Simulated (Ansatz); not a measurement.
Base system: Al2O3 in the corundum structure (space group R-3c, No. 167).

Al2O3 is taken in the trigonal space group R-3c, hexagonal axes (No. 167), the corundum structure, Pearson symbol hR10. Lattice parameters: a = b = 4.8088 Å, c = 13.1238 Å, α = β = 90.00°, γ = 120.00°. Al on 12c is surrounded by 3 O at 1.874 Å and 3 O at 1.991 Å (octahedral). O on 18e sees 2 Al at 1.874 Å and 2 Al at 1.991 Å. (Neighbours: up to the widest gap in distance over summed covalent radii, below 1.35, at either atom; cation-cation and far metal-metal contacts left out.)
(The calculation used a cell of 10 atoms; values per cell refer to that cell.)

Computed with PBE (Ansatz, an electronic-structure program, PAW, no spin-orbit coupling).

One change was made to it. Results:

The width of the top valence band goes up by 0.12 eV, from 0.60 eV to 0.72 eV; the lattice parameter a shrinks by 0.126 Å (4.809 Å → 4.683 Å).

**Question.** What was done to the base?
A. pressure 22.5 GPa
B. pressure −1 GPa
C. pressure 9 GPa
D. pressure −2 GPa

**Answer.** A, pressure 22.5 GPa. For comparison, the lattice parameter a in the other runs: pressure −1 GPa gives 4.816 Å; pressure 9 GPa gives 4.753 Å; pressure −2 GPa gives 4.823 Å.

Load acts through the strain it causes; cell and atoms are relaxed under it. No phonon test of stability was made. Competing high-pressure phases were not computed.
